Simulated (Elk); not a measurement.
# Effort and miss along a sweep of ngridk: LiCl (Fm-3m, 2 atoms in the cell)

```xyz
2
Lattice="0.0000 2.5208 2.5208 2.5208 0.0000 2.5208 2.5208 2.5208 0.0000" Properties=species:S:1:pos:R:3 pbc="T T T"
Li     0.0000     0.0000     0.0000
Cl     2.5208     2.5208     2.5208
```

Level of theory: PBE, all-electron FP-LAPW, Elk's shipped species files, APW+lo basis with extra local orbitals (Elk 10.2.4).

Base settings: xctype = 20; rgkmax = 8; stype = 0; swidth = 0.0001 Ha; ngridk = 11 11 11; tforce = true; gmaxvr = 18 1/bohr; lmaxapw = 10; lmaxo = 8; nxlo = 2.

Misses are taken against the tightest run, 27 27 27, which need not be fully converged itself. The energy is the total energy (no entropy term) per atom.

Core times come from one kind of shared machine and are given to one figure; runs under 30 s give none.

The starting cell comes from a database of computed structures (which also holds hypothetical and non-ambient phases and stackings), without a prior relaxation at this level. Its lattice was rescaled by a random factor within 2.5 % of one. Values depend on the basis (sphere radii, cutoffs, local orbitals), which need not be converged.

```csv
ngridk,energy less reference (meV/atom),core time / reference (rough)
1 1 1,3708.32,–
2 2 2,300.34,–
3 3 3,30.51,–
4 4 4,3.94,–
5 5 5,0.59,–
6 6 6,0.08,–
8 8 8,0.00,–
9 9 9,0.00,–
11 11 11,0.00,0.1
12 12 12,0.00,0.1
15 15 15,0.00,0.2
18 18 18,0.00,0.4
22 22 22,0.00,0.6
27 27 27,0.00,1
```

Coarsest setting among those run that, with all tighter ones, holds the energy within 20 meV/atom of the reference: 4 4 4, off by 3.9 meV/atom; it ran in under 30 s, against roughly 300 s for the reference.
